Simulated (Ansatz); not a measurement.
The starting structures come from a database of crystals and need not be the phases stable at ambient conditions.

 Where the default PAW files enter, the runs use the earlier of Ansatz's two default sets.

By PBEsol, the system below comes out a metal.

Without scattering a metal conducts by its projected Fermi surface.

Given:

```xyz
2
Lattice="2.6585 0.0000 0.0000 -1.3293 3.3536 0.0000 1.3293 0.0000 3.2530" Properties=species:S:1:pos:R:3 pbc="T T T"
Si     0.6646     1.6768     1.6265
Si     1.3293     0.0000     0.0000
```

Space group of this cell: Fddd. The cell is strained (lengths along the current scaled by 0.97, ions clamped); by PBEsol its mean pressure is 4.9 GPa.

The current flows along the normal of the first two printed cell vectors. No spin-orbit coupling; the value is a mean over 0.1 eV about the Fermi level.

### Question
Give the ballistic conductance per area that Ansatz (an electronic-structure program) with PBEsol yields.

### Answer
1.2 × 10¹⁵ S/m² for both spins.
